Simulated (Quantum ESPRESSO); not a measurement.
Quantum ESPRESSO run on Tc3Sn (P-6m2, 4 atoms in the cell): self-consistent single point.

Level of theory: PBEsol, GBRV 1.5 ultrasoft (PBESOL) pseudopotentials (plane waves; Quantum ESPRESSO).

The change in words: lattice scaled by 0.98. Reference geometry:
```
Tc3Sn
1.0
    2.88246     0.00000     0.00000
   -1.44123     2.49629     0.00000
    0.00000     0.00000     8.45992
Tc Sn
3 1
Cartesian
  0.00000   0.00000   4.22996
  0.00000   1.66419   2.21464
  0.00000   1.66419   6.24528
  0.00000   0.00000   0.00000
```

Reference input (self-consistent single point, DFT, PBEsol, plane waves, GBRV 1.5 ultrasoft (PBESOL) pseudopotentials): ecutwfc = 40 Ry; ecutrho = 320 Ry; occupations = smearing; smearing = fd; degauss = 0.0036749 Ry; potentials = {Tc: tc_pbesol_v1.uspp.F.UPF, Sn: sn_pbesol_v1.4.uspp.F.UPF}; K_POINTS = automatic 12 12 4 0 0 0; conv_thr = 1e-10 Ry. This run's input differs from it in these lines:

```diff
@@ -9,4 +9,4 @@
     ibrav = 4
-    celldm(1) = 5.447067470
-    celldm(3) = 2.93496053511
+    celldm(1) = 5.338126102
+    celldm(3) = 2.93496067305
     nat = 4
@@ -26,5 +26,5 @@
 ATOMIC_POSITIONS angstrom
-Tc    0.000000000    0.000000000    4.229959000
-Tc    0.000000000    1.664191350    2.214637334
-Tc    0.000000000    1.664191350    6.245280666
+Tc    0.000000000    0.000000000    4.145360000
+Tc    0.000000000    1.630907517    2.170344682
+Tc    0.000000000    1.630907517    6.120375318
 Sn    0.000000000    0.000000000    0.000000000
```

Output (repeated stretches shortened):

```
     Self-consistent Calculation

     iteration #  1     ecut=    40.00 Ry     beta= 0.70

     negative rho (up, down):  3.865E-01 0.000E+00

     total energy              =    -680.30243646 Ry
     estimated scf accuracy    <       3.52651830 Ry

     iteration #  2     ecut=    40.00 Ry     beta= 0.70

     negative rho (up, down):  3.894E-01 0.000E+00

     total energy              =    -681.21256233 Ry
     estimated scf accuracy    <       0.55815046 Ry

     iteration #  3     ecut=    40.00 Ry     beta= 0.70

     negative rho (up, down):  3.897E-01 0.000E+00

     total energy              =    -681.02054604 Ry
     estimated scf accuracy    <       4.90989335 Ry

   [... 8 blocks of this kind left out ...]

     iteration # 12     ecut=    40.00 Ry     beta= 0.70

     negative rho (up, down):  3.886E-01 0.000E+00

     total energy              =    -681.38213475 Ry
     estimated scf accuracy    <          1.3E-10 Ry

     iteration # 13     ecut=    40.00 Ry     beta= 0.70

     negative rho (up, down):  3.886E-01 0.000E+00
     End of self-consistent calculation

     the Fermi energy is    22.9526 ev

!    total energy              =    -681.38213475 Ry
     estimated scf accuracy    <          1.1E-12 Ry
     smearing contrib. (-TS)   =      -0.00247632 Ry
     internal energy E=F+TS    =    -681.37965842 Ry

     convergence has been achieved in  13 iterations

     negative rho (up, down):  3.886E-01 0.000E+00

     Forces acting on atoms (cartesian axes, Ry/au):

     atom    1 type  1   force =     0.00000000   -0.00000000    0.00000000
     atom    2 type  1   force =     0.00000000    0.00000000   -0.01765888
     atom    3 type  1   force =     0.00000000    0.00000000    0.01765888
     atom    4 type  2   force =     0.00000000    0.00000000    0.00000000

     Total force =     0.024973     Total SCF correction =     0.000001

     negative rho (up, down):  3.886E-01 0.000E+00
          total   stress  (Ry/bohr**3)                   (kbar)     P=      233.87
   0.00149683   0.00000000   0.00000000          220.19        0.00        0.00
   0.00000000   0.00149683  -0.00000000            0.00      220.19       -0.00
  -0.00000000  -0.00000000   0.00177584           -0.00       -0.00      261.24

   JOB DONE.
```

The run converged in 13 iterations. Against the reference run the free energy goes up by 76.9 meV/atom, the pressure goes from 4.65 to 23.39 GPa and the largest force goes from 0.129 to 0.454 eV/Å.

The starting cell comes from a database of computed structures (which also holds hypothetical and non-ambient phases and stackings), without a prior relaxation at this level. Its lattice was rescaled by a random factor within 2.5 % of one. For this run, on top of that: lattice scaled by 0.98. Spin polarisation is off. With a pressure of about 23 GPa the cell is away from its equilibrium volume at this level.

Cost on one core of a shared machine: roughly 40 s.
